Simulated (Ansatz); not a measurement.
# fcc Pt (1 1 1) on wurtzite AlN (1 1 0) (film strained to the substrate, started from cuts of the bulks and a machine-learned relaxation; slabs Al18N18 and Pt16, which can lie off the formulas)

A periodic stack without vacuum, fcc Pt (1 1 1) on wurtzite AlN (1 1 0) (film strained to the substrate, started from cuts of the bulks and a machine-learned relaxation; slabs Al18N18 and Pt16, which can lie off the formulas): substrate slab Al18N18, film Pt16, surface cells [[0, 1], [-1, 0]] and [[-2, 2], [-1, -1]], film strained by -3.4 and +3.2 %, outermost planes AlN/AlN and Pt/Pt as cut, which need not be the usual terminations and can put a slab off its formula.

The start was prepared with a machine-learned potential, and the result is one local minimum, with the in-plane cell held and forces under 0.04 eV/Å; the film can end far from its bulk form.

The numbers are results of PBE (plane waves to 420 eV, PAW; Ansatz, a quantum-chemistry and plane-wave program), not measurements. No spin–orbit coupling; the runs are not spin-polarised; PBE gaps are too small against experiment. Its k-point mesh 5×5×1, Fermi–Dirac width 0.05 eV.

| Property | Value |
|---|---|
| interface area | 27.2 Å² |
| period | 23.68 Å |
| heights between the nearest atoms of the two slabs at the two interfaces | 2.07 and 2.07 Å |
| Al–Pt contacts across the interfaces within 1.22 times the sum of covalent radii | 12, mean 2.71 Å |
| N–Pt contacts across the interfaces within 1.22 times the sum of covalent radii | 4, mean 2.13 Å |
| hole barrier (PBE) | 1.39 eV |
| electron barrier (PBE) | 2.64 eV |

```yaml
crystal:
  lattice:
    - [5.42175, 0.00002, 0.05242]
    - [0.00052, 5.01733, -0.10398]
    - [1.14387, -1.76182, 23.73619]
  atoms:
    - { symbol: Al, position: [0.96462, 0.50093, 0.04584] }
    - { symbol: Al, position: [0.61659, 0.00087, 0.04573] }
    - { symbol: N, position: [0.93977, 0.87312, 0.04808] }
    - { symbol: N, position: [0.64039, 0.37316, 0.04798] }
    - { symbol: Al, position: [0.44165, 0.53363, 0.10904] }
    - { symbol: Al, position: [0.10768, 0.03359, 0.10908] }
    - { symbol: N, position: [0.43469, 0.91109, 0.11056] }
    - { symbol: N, position: [0.11390, 0.41107, 0.11061] }
    - { symbol: Al, position: [0.92487, 0.56250, 0.17571] }
    - { symbol: Al, position: [0.59075, 0.06245, 0.17568] }
    - { symbol: N, position: [0.92345, 0.94335, 0.17540] }
    - { symbol: N, position: [0.59233, 0.44332, 0.17535] }
    - { symbol: Al, position: [0.40814, 0.59182, 0.24147] }
    - { symbol: Al, position: [0.07419, 0.09184, 0.24150] }
    - { symbol: N, position: [0.40738, 0.97336, 0.24166] }
    - { symbol: N, position: [0.07486, 0.47336, 0.24167] }
    - { symbol: Al, position: [0.89129, 0.62168, 0.30765] }
    - { symbol: Al, position: [0.55756, 0.12168, 0.30764] }
    - { symbol: N, position: [0.89085, 0.00318, 0.30768] }
    - { symbol: N, position: [0.55799, 0.50316, 0.30765] }
    - { symbol: Al, position: [0.37465, 0.65144, 0.37381] }
    - { symbol: Al, position: [0.04071, 0.15146, 0.37383] }
    - { symbol: N, position: [0.37398, 0.03284, 0.37365] }
    - { symbol: N, position: [0.04146, 0.53283, 0.37365] }
    - { symbol: Al, position: [0.85811, 0.68138, 0.43960] }
    - { symbol: Al, position: [0.52399, 0.18140, 0.43959] }
    - { symbol: N, position: [0.85652, 0.06257, 0.43999] }
    - { symbol: N, position: [0.52539, 0.56255, 0.43994] }
    - { symbol: Al, position: [0.34122, 0.71264, 0.50625] }
    - { symbol: Al, position: [0.00723, 0.21272, 0.50628] }
    - { symbol: N, position: [0.33499, 0.08876, 0.50472] }
    - { symbol: N, position: [0.01418, 0.58875, 0.50471] }
    - { symbol: Al, position: [0.83232, 0.73647, 0.56955] }
    - { symbol: Al, position: [0.48424, 0.23683, 0.56948] }
    - { symbol: N, position: [0.80851, 0.10707, 0.56741] }
    - { symbol: N, position: [0.50882, 0.60739, 0.56738] }
    - { symbol: Pt, position: [0.26905, 0.18103, 0.66263] }
    - { symbol: Pt, position: [0.78177, 0.18433, 0.65701] }
    - { symbol: Pt, position: [0.99923, 0.67820, 0.66247] }
    - { symbol: Pt, position: [0.48965, 0.68543, 0.65727] }
    - { symbol: Pt, position: [0.23491, 0.89428, 0.75944] }
    - { symbol: Pt, position: [0.73402, 0.90087, 0.75815] }
    - { symbol: Pt, position: [0.98541, 0.39057, 0.76043] }
    - { symbol: Pt, position: [0.48980, 0.40551, 0.75764] }
    - { symbol: Pt, position: [0.21363, 0.62746, 0.85564] }
    - { symbol: Pt, position: [0.71451, 0.61791, 0.85749] }
    - { symbol: Pt, position: [0.95835, 0.11430, 0.85804] }
    - { symbol: Pt, position: [0.46251, 0.13060, 0.85437] }
    - { symbol: Pt, position: [0.17830, 0.35618, 0.95263] }
    - { symbol: Pt, position: [0.66606, 0.36678, 0.95830] }
    - { symbol: Pt, position: [0.95975, 0.86354, 0.95826] }
    - { symbol: Pt, position: [0.45077, 0.86090, 0.95234] }
```
